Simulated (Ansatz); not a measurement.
Base system: Ta₅Si₃ (space group I4/mcm, No. 140; a = 6.504 Å, c = 11.814 Å).

The values are results of PBEsol, PAW, 420 eV (Ansatz, a quantum-chemistry and plane-wave program; without spin-orbit coupling), not measurements.

Before the change:

The lattice parameter a is 12.290 bohr and the c/a ratio is 1.817.

Now apply this change: a hydrostatic pressure of 0.7 GPa.

What happens to the lattice parameter a?

The lattice parameter a decreases by 0.012 bohr (12.290 bohr → 12.278 bohr).

What does the calculation give for the c/a ratio after the change?

The c/a ratio stays essentially unchanged (1.817 against 1.816).

Load acts through the strain it causes; cell and atoms are relaxed under it. Whether these cells are dynamically stable was not tested. All final runs are without spin polarisation.
